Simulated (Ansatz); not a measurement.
**Convergence study of the plane-wave cutoff for TiZn (P4mm, 2 atoms in the cell)**

```
TiZn
1.0
    3.13312     0.00000     0.00000
    0.00000     3.13312     0.00000
    0.00000     0.00000     3.13312
Ti Zn
1 1
Direct
  0.50000   0.50000   0.51596
  0.00000   0.00000   0.00000
```

Level of theory: PBEsol, default PAW files made with PBE (plane waves; Ansatz, a program for electronic structure).

Base settings: basis.ecutwfc = 420 eV; kpoints.mp_grid.grid = 11 11 11; hamiltonian.xc = pbesol; hamiltonian.pseudopotentials = {kind: paw} (the program's default PAW files); scf.occupations.method = gaussian; scf.occupations.width = 0.1 eV.

The second cell is the first with its lattice scaled by 0.98.

The mesh stays at the base's, so the ladder's end is converged at best in this setting alone.

The first pressure column holds Ansatz's estimate of the finite-basis (Pulay) stress, which hides part of the cutoff error; the other is without it.

Only quantities that move along the ladder and can be compared are tabulated.

The count of work is k-points × plane waves × bands × iterations; it is no time. 

The starting cell comes from a database of computed structures (which also holds hypothetical and non-ambient phases and stackings), without a prior relaxation at this level. Its lattice was rescaled by up to half a per cent. One atom was moved a little off its site on purpose. Spin polarisation is off. In the base run, with a pressure of about -4 GPa the cell is away from its equilibrium volume at this level.

| basis.ecutwfc | free energy less the last step's (meV/atom) | energy of the compressed cell less the first (meV/atom) | pressure (GPa) | pressure without the Pulay estimate (GPa) | largest difference of a force vector from the last step's (eV/Å) | count of work / last |
|---|---|---|---|---|---|---|
| 145 eV | 30975.53 | 24.85 | -22.49 | -938.72 | 0.274 | 0.084 |
| 170 eV | 14851.64 | -58.30 | -13.99 | -525.14 | 0.126 | 0.10 |
| 190 eV | 8273.32 | 41.58 | -8.40 | -332.68 | 0.154 | 0.11 |
| 210 eV | 4478.87 | 16.50 | -2.48 | -210.03 | 0.110 | 0.11 |
| 230 eV | 2298.51 | 37.75 | -0.43 | -128.33 | 0.027 | 0.13 |
| 250 eV | 1097.98 | 17.28 | -1.26 | -74.57 | 0.040 | 0.14 |
| 295 eV | 163.77 | 0.92 | -3.44 | -19.00 | 0.021 | 0.17 |
| 335 eV | 23.37 | -0.72 | -3.71 | -6.43 | 0.000 | 0.20 |
| 380 eV | 3.12 | -0.42 | -3.71 | -3.98 | 0.000 | 0.22 |
| 420 eV | 1.40 | -0.59 | -3.74 | -3.79 | 0.000 | 0.28 |
| 460 eV | 0.89 | -0.66 | -3.75 | -3.78 | 0.000 | 0.34 |
| 505 eV | 0.57 | -0.69 | -3.75 | -3.77 | 0.000 | 0.34 |
| 565 eV | 0.42 | -0.71 | -3.75 | -3.76 | 0.000 | 0.42 |
| 630 eV | 0.28 | -0.71 | -3.75 | -3.76 | 0.000 | 0.52 |
| 735 eV | 0.13 | -0.72 | -3.76 | -3.76 | 0.000 | 0.62 |
| 840 eV | 0.07 | -0.72 | -3.76 | -3.76 | 0.000 | 0.79 |
| 1010 eV | 0.00 | -0.72 | -3.75 | -3.76 | 0.000 | 1.0 |

Coarsest basis.ecutwfc that holds the pressure without the Pulay estimate within 1 GPa of the last step, with all finer ones: 380 eV, at 0.22 of the last step's count of work; the step before is off by 2.7 GPa.

Coarsest basis.ecutwfc that holds the pressure within 0.5 GPa of the last step, with all finer ones: 295 eV, at 0.17 of the last step's count of work; the step before is off by 2.5 GPa.

Coarsest basis.ecutwfc that holds the forces within 0.005 eV/Å of the last step, with all finer ones: 335 eV, at 0.20 of the last step's count of work; the step before is off by 0.021 eV/Å.

The energy difference between the two cells stays within 1 meV/atom of the last step's from 335 eV on, the total only from 460 eV on: much of the error is common to both cells and cancels.

At the lowest cutoff the pressure without the Pulay estimate lies 935 GPa under the last step's, the usual sign of Pulay stress in an incomplete plane-wave basis.

Keys are those of Ansatz 0.2.
